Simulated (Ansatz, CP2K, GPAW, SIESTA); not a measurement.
## Code comparison for a sheet of PbO (4 atoms in the cell)

Band-structure calculation.

```xyz
4
Lattice="3.9185 0.0000 0.0000 0.0000 3.9185 0.0000 0.0000 0.0000 16.3659" Properties=species:S:1:pos:R:3 pbc="T T T"
Pb     1.9593     0.0000     9.3659
Pb     0.0000     1.9593     7.0000
O      0.0000     0.0000     8.1830
O      1.9593     1.9593     8.1830
```

Shared settings, as Ansatz (a program for electronic structure) writes them: kpoints.mp_grid.grid = 6 6 1; scf.occupations.method = gaussian; scf.occupations.width = 0.1 eV. Potentials and cutoffs stand in the table.

| code | model | gap along the path (eV) | smallest direct gap (eV) | cutoff |
|---|---|---|---|---|
| SIESTA | GGA PBE, numerical atomic orbitals DZP, PseudoDojo PBE standard norm-conserving potentials (rewritten from UPF to PSML) | 2.85 | 2.85 | grid 350 Ry |
| CP2K | PBE, GPW, DZVP-MOLOPT-SR-GTH basis, GTH-PBE potentials (GTH_POTENTIALS) | 2.81 | 2.81 | grid 450 Ry |
| Ansatz | PBE, PAW files | 2.76 | 2.76 | 420 eV |
| GPAW | PBE, GPAW PAW datasets PBE (gpaw-data 1.0.1) | 2.76 | 2.76 | 900 eV |

On Ansatz's run: spin-orbit coupling is off.

The spread over the programs that give each value: gap along the path within 0.09 eV; smallest direct gap within 0.09 eV.

SIESTA and CP2K use small atom-centred bases, whose incompleteness enters pressures, forces and empty levels differently from a plane-wave cutoff.

The starting cell was generated: these elements placed on a structure prototype, without a prior relaxation; it need not be a known phase or ordering of this composition. Its lattice was rescaled in the plane by a random factor within 2.5 % of one.

Keys are those of Ansatz 0.2.
